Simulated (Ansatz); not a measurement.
Start from Lu in the hcp (Mg type) structure (space group P6_3/mmc, No. 194; a = 3.506 Å, c = 5.482 Å; relaxed with 0.1 eV smearing). Axes: x lies along a and z along c of the hexagonal cell.

Method: PBE (Ansatz, a quantum-chemistry and plane-wave program; PAW; 420 eV plane waves; without spin-orbit coupling).

Base values:

| Property | Value |
|---|---|
| Pressure | 0.0 GPa |

One thing is altered: the cell is stretched by 1.05 % along z with no lateral relaxation; the atoms relax in the strained cell.

Task: What does the calculation give for the energy relative to the base after the change?

Result: The energy grows by 0.9 meV/atom.

Task: Estimate the effect on the pressure.

Result: The pressure (mean of the normal stresses, compression positive) goes from zero to -0.5 GPa.

Stability against distortions was not tested.
